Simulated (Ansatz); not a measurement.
# Pressure series in PtSb2

Consider PtSb2 (space group Pa-3, No. 205).

```
PtSb2
1.0
    6.46312     0.00000     0.00000
    0.00000     6.46312     0.00000
    0.00000     0.00000     6.46312
Sb Pt
8 4
Direct
  0.37456   0.12544   0.87456
  0.62544   0.87456   0.12544
  0.12544   0.87456   0.37456
  0.87456   0.12544   0.62544
  0.87456   0.37456   0.12544
  0.12544   0.62544   0.87456
  0.62544   0.62544   0.62544
  0.37456   0.37456   0.37456
  0.00000   0.50000   0.50000
  0.50000   0.50000   0.00000
  0.50000   0.00000   0.50000
  0.00000   0.00000   0.00000
```

Cell and atoms are relaxed at each pressure.

All numbers come from DFT with PBEsol, PAW potentials and a 420 eV plane-wave cutoff in Ansatz (a first-principles code), scalar-relativistic without spin-orbit coupling.

```json
[
 {"pressure (GPa)": "-2", "volume per atom (Å³/atom)": "22.893"},
 {"pressure (GPa)": "-1", "volume per atom (Å³/atom)": "22.690"},
 {"pressure (GPa)": "0", "volume per atom (Å³/atom)": "22.498"},
 {"pressure (GPa)": "0.3", "volume per atom (Å³/atom)": "22.443"},
 {"pressure (GPa)": "0.7", "volume per atom (Å³/atom)": "22.370"},
 {"pressure (GPa)": "1.5", "volume per atom (Å³/atom)": "22.227"},
 {"pressure (GPa)": "3", "volume per atom (Å³/atom)": "21.974"},
 {"pressure (GPa)": "5", "volume per atom (Å³/atom)": "?"},
 {"pressure (GPa)": "7.5", "volume per atom (Å³/atom)": "21.306"}
]
```

**Question.** Fit the third-order Birch–Murnaghan form P(V) = (3B₀/2)[(V₀/V)^(7/3) − (V₀/V)^(5/3)]·[1 + (3/4)(B₀′ − 4)((V₀/V)^(2/3) − 1)] (squares taken in P) to the rows shown and predict the withheld row.

**Answer.** Least squares on the printed values gives V₀ = 22.498 Å³/atom, B₀ = 120 GPa, B₀′ = 5.0; this predicts 21.662 Å³/atom, and the run gives 21.662 Å³/atom, in agreement.

Load acts through the strain it causes; cell and atoms are relaxed under it. Stability against distortions was not tested. Competing high-pressure phases were not computed. All final runs are without spin polarisation.
